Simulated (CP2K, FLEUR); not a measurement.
A CP2K input for a self-consistent single point of Y₃Si (Pm-3m, 4 atoms in the cell) (DFT LDA (Pade form), GPW, DZVP-MOLOPT-SR-GTH basis, GTH-PADE potentials (GTH_POTENTIALS)):

```
&GLOBAL
  PROJECT run
  RUN_TYPE ENERGY_FORCE
  PRINT_LEVEL MEDIUM
&END GLOBAL
&FORCE_EVAL
  METHOD Quickstep
  STRESS_TENSOR ANALYTICAL
  &DFT
    BASIS_SET_FILE_NAME BASIS_MOLOPT
    POTENTIAL_FILE_NAME GTH_POTENTIALS
    &QS
      METHOD GPW
      EPS_DEFAULT 1E-10
    &END QS
    &MGRID
      CUTOFF 500
      REL_CUTOFF 50
      NGRIDS 5
    &END MGRID
    &SCF
      SCF_GUESS ATOMIC
      EPS_SCF 1E-6
      MAX_SCF 100
      ADDED_MOS 7
      &DIAGONALIZATION
        ALGORITHM STANDARD
      &END DIAGONALIZATION
      &MIXING
        METHOD BROYDEN_MIXING
        ALPHA 0.2
        NBUFFER 10
      &END MIXING
      &SMEAR ON
        METHOD GAUSSIAN
        SIGMA [eV] 0.272
      &END SMEAR
    &END SCF
    &KPOINTS
      SCHEME MONKHORST-PACK 6 6 6
      GAMMA_CENTERED T
    &END KPOINTS
    &XC
      &XC_FUNCTIONAL PADE
      &END XC_FUNCTIONAL
    &END XC
    &PRINT
      &MO
        EIGENVALUES T
        OCCUPATION_NUMBERS T
        NDIGITS 8
        FILENAME mo
        &EACH
          QS_SCF 0
        &END EACH
        ADD_LAST NUMERIC
      &END MO
      &MULLIKEN ON
      &END MULLIKEN
    &END PRINT
  &END DFT
  &SUBSYS
    &CELL
      ABC 4.47705900 4.47705900 4.47705900
      ALPHA_BETA_GAMMA 90.00000000 90.00000000 90.00000000
      PERIODIC XYZ
    &END CELL
    &COORD
      SCALED
      Y        0.00000000     0.50000000     0.50000000
      Y        0.50000000     0.00000000     0.50000000
      Y        0.50000000     0.50000000     0.00000000
      Si       0.00000000     0.00000000     0.00000000
    &END COORD
    &KIND Y
      BASIS_SET DZVP-MOLOPT-SR-GTH
      POTENTIAL GTH-PADE-q11
    &END KIND
    &KIND Si
      BASIS_SET DZVP-MOLOPT-SR-GTH
      POTENTIAL GTH-PADE-q4
    &END KIND
  &END SUBSYS
  &PRINT
    &FORCES ON
    &END FORCES
    &STRESS_TENSOR ON
    &END STRESS_TENSOR
  &END PRINT
&END FORCE_EVAL
```

Task: Translate this input to FLEUR.

Result: One input that does it (others would too):

Input of the input generator:

```
Y3Si crystal
&input film=f /
1.0000000000 0.0000000000 0.0000000000
0.0000000000 1.0000000000 0.0000000000
0.0000000000 0.0000000000 1.0000000000
8.4604153538
1.0 1.0 1.0

4
39 0.0000000000 0.5000000000 0.5000000000
39 0.5000000000 0.0000000000 0.5000000000
39 0.5000000000 0.5000000000 0.0000000000
14 0.0000000000 0.0000000000 0.0000000000

&comp jspins=1 /
&exco xctyp='pz' /
&kpt div1=6 div2=6 div3=6 gamma=t /
&end /
```

```xml
<?xml version="1.0" encoding="UTF-8" standalone="no"?>
<fleurInput fleurInputVersion="0.39">
   <comment>
      Y3Si crystal                                                                                        
   </comment>
   <calculationSetup>
      <cutoffs Kmax="3.8" Gmax="11.4" GmaxXC="11.4" numbands="0"/>
      <scfLoop itmax="80" minDistance="0.00001" maxIterBroyd="15" imix="Anderson" alpha="0.05" precondParam="0.0" spinf="2.0"/>
      <coreElectrons ctail="T" frcor="F" kcrel="0" coretail_lmax="0"/>
      <xcFunctional name="pz" relativisticCorrections="F"/>
      <magnetism jspins="1"/>
      <soc l_soc="F" theta="0.0" phi="0.0" spav="F"/>
      <expertModes spex="0" secvar="F"/>
      <geometryOptimization l_f="T" forcealpha="1.0" forcemix="BFGS" epsdisp="0.00001" epsforce="0.00001"/>
      <ldaU l_linMix="F" mixParam="0.05" spinf="1.0"/>
   </calculationSetup>
   <cell>
      <bzIntegration valenceElectrons="37.0" mode="gauss" fermiSmearingEnergy="0.00999582">
         <kPointListSelection listName="default-1"/>
         <!-- k-points included here -->
         <xi:include xmlns:xi="http://www.w3.org/2001/XInclude" href="kpts.xml"> </xi:include>
      </bzIntegration>
      <!-- symmetry operations included here -->
      <xi:include xmlns:xi="http://www.w3.org/2001/XInclude" href="sym.xml"> </xi:include>
      <bulkLattice scale="1.0">
         <bravaisMatrix>
            <row-1>    8.4604153538000002     0.0000000000000000     0.0000000000000000</row-1>
            <row-2>    0.0000000000000000     8.4604153538000002     0.0000000000000000</row-2>
            <row-3>    0.0000000000000000     0.0000000000000000     8.4604153538000002</row-3>
         </bravaisMatrix>
      </bulkLattice>
   </cell>
   <atomSpecies>
      <species name="Yttrium (Y)" element="Y" atomicNumber="39">
         <mtSphere radius="2.63" gridPoints="925" logIncrement="0.014"/>
         <atomicCutoffs lmax="10" lnonsphr="8"/>
         <electronConfig flipSpins="F">
            <coreConfig>(1s1/2) (2s1/2) (2p1/2) (2p3/2) (3s1/2) (3p1/2) (3p3/2) (3d3/2) (3d5/2)</coreConfig>
            <valenceConfig>(4s1/2) (4p1/2) (4p3/2) (5s1/2) (4d3/2) (4d5/2)</valenceConfig>
            <stateOccupation state="(4d3/2)" spinUp="0.2" spinDown="0.2"/>
            <stateOccupation state="(4d5/2)" spinUp="0.3" spinDown="0.3"/>
         </electronConfig>
         <energyParameters s="5" p="5" d="4" f="4"/>
         <lo type="SCLO" l="0" n="4" eDeriv="0"/>
         <lo type="SCLO" l="1" n="4" eDeriv="0"/>
      </species>
      <species name="Silicon (Si)" element="Si" atomicNumber="14">
         <mtSphere radius="2.63" gridPoints="925" logIncrement="0.013"/>
         <atomicCutoffs lmax="10" lnonsphr="8"/>
         <electronConfig flipSpins="F">
            <coreConfig>(1s1/2) (2s1/2) (2p1/2) (2p3/2)</coreConfig>
            <valenceConfig>(3s1/2) (3p1/2) (3p3/2)</valenceConfig>
            <stateOccupation state="(3p1/2)" spinUp="0.3333333333333" spinDown="0.3333333333333"/>
            <stateOccupation state="(3p3/2)" spinUp="0.6666666666667" spinDown="0.6666666666667"/>
         </electronConfig>
         <energyParameters s="3" p="3" d="3" f="4"/>
      </species>
   </atomSpecies>
   <atomGroups>
      <atomGroup species="Yttrium (Y)">
         <relPos label="                   1">.0000000000 1.000/2.000 1.000/2.000</relPos>
         <relPos label="                   2">1.000/2.000 .0000000000 1.000/2.000</relPos>
         <relPos label="                   3">1.000/2.000 1.000/2.000 .0000000000</relPos>
         <force calculate="T" relaxXYZ="TTT"/>
      </atomGroup>
      <atomGroup species="Silicon (Si)">
         <relPos label="                   4">.0000000000 .0000000000 .0000000000</relPos>
         <force calculate="T" relaxXYZ="TTT"/>
      </atomGroup>
   </atomGroups>
   <output dos="F" band="F" slice="F">
      <checks vchk="F" cdinf="F"/>
      <bandDOS minEnergy="-.5*Htr" maxEnergy="0.5*Htr" sigma="0.015" storeEVData="T"/>
      <vacuumDOS vacdos="F" integ="F" star="F" nstars="0" locx1="0.0" locy1="0.0" locx2="0.0" locy2="0.0" nstm="0" tworkf="0.0"/>
      <unfoldingBand unfoldBand="F" supercellX="1" supercellY="1" supercellZ="1"/>
      <plotting iplot="0" polar="F">
         <plot TwoD="T" vec1="  1.0  0.0  0.0" vec2="  0.0  1.0  0.0" vec3="  0.0  0.0  1.0" zero="  0.0  0.0  0.0" file="plot"/>
      </plotting>
      <chargeDensitySlicing numkpt="0" minEigenval="0.0" maxEigenval="0.0" nnne="0" pallst="F"/>
      <specialOutput eonly="F"/>
      <magneticCircularDichroism mcd="F" energyLo="-10.0" energyUp="0.0"/>
   </output>
  <!-- We include the file relax.xml here to enable relaxations (see documentation) -->
  <xi:include xmlns:xi="http://www.w3.org/2001/XInclude" href="relax.xml"> <xi:fallback/> </xi:include>
</fleurInput>
```

Basis, cutoffs, solver keys and any potentials are the target program's own. This input uses DFT, LDA (Perdew-Zunger), all-electron FLAPW (FLEUR), scalar-relativistic valence. LDA parametrisations can differ slightly between programs.

The starting cell comes from a database of computed structures (which also holds hypothetical and non-ambient phases and stackings), without a prior relaxation at this level. Its lattice was rescaled by a random factor within 2.5 % of one. For this run, on top of that: lattice scaled by 0.98.
